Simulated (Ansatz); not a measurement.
# LaZnNO (model structure, started from the LaZnOP type, P4/nmm, No. 129, 8 atoms in the cell): properties by level of theory

| level (code) | lattice constant a (Å) | c axis length (Å) | bulk modulus B0 (GPa) | band gap (eV) |
|---|---|---|---|---|
| LDA (Ansatz) | 3.716 | 7.987 | 110 | 1.83 |
| PBE (Ansatz) | 3.819 | 8.194 | 89.4 | 1.51 |
| PBEsol (Ansatz) | 3.757 | 8.066 | 100 | 1.70 |
| r²SCAN (Ansatz) | 3.792 | 8.139 | 99.8 | 2.03 |

Computed values are for a static lattice. Levels without +SOC have no spin–orbit coupling; where heavier elements are present it shifts gaps, mostly down, and can invert bands.  Each level is taken at its own relaxed cell. Cutoffs differ between the levels. Ansatz's density-functional and Hartree–Fock values are scalar-relativistic unless marked +SOC, with PAW data made under PBE.

Caveats: the bulk modulus is −V dP/dV from two relaxed cells at ±2 % in volume (LDA, PBE, PBEsol, r²SCAN). Ansatz's density-functional and Hartree–Fock values are scalar-relativistic unless marked +SOC, with PAW data made under PBE.

Static lattice: no zero-point or thermal effects.

A model structure was made by putting elements into a prototype or built by hand; it is no filed structure, need not be a known phase, and can be a saddle point held by its symmetry.

Ansatz is a quantum-chemistry and plane-wave program.
